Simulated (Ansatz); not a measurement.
Take GaAs (space group P4_2/mnm, No. 136; a = 6.917 Å, c = 4.003 Å; a hypothetical phase, not in the database extracts checked) as the base.

Method: PBEsol in Ansatz (plane waves to 420 eV, PAW, scalar-relativistic without spin-orbit coupling).

Base values:

```
Property                            Value
----------------------------  -----------
Gap between the host's bands      0.48 eV
Gap character                 direct at Γ
```

Now apply this change: 0.383 holes added to each cell, a density of 2.0×10^21 cm⁻³, with a uniform compensating background at fixed cell and a 300 K Fermi–Dirac width.

What happens to the Fermi level from band edge?

The Fermi level relative to the doped band's edge (positive inside the band; to 0.05 eV) amounts to +0.40 eV.

How does this affect the gap between the host's bands?

The gap between the host's bands rises by 0.012 eV to 0.50 eV.

How does this affect the gap character?

The gap character stays direct at Γ.

Carriers are added with a uniform compensating background; total energy and stress of such cells depend on the potential's zero and are not compared; many-body gap narrowing is missing at this level. Whether these cells are dynamically stable was not tested.

Ansatz is a first-principles code.
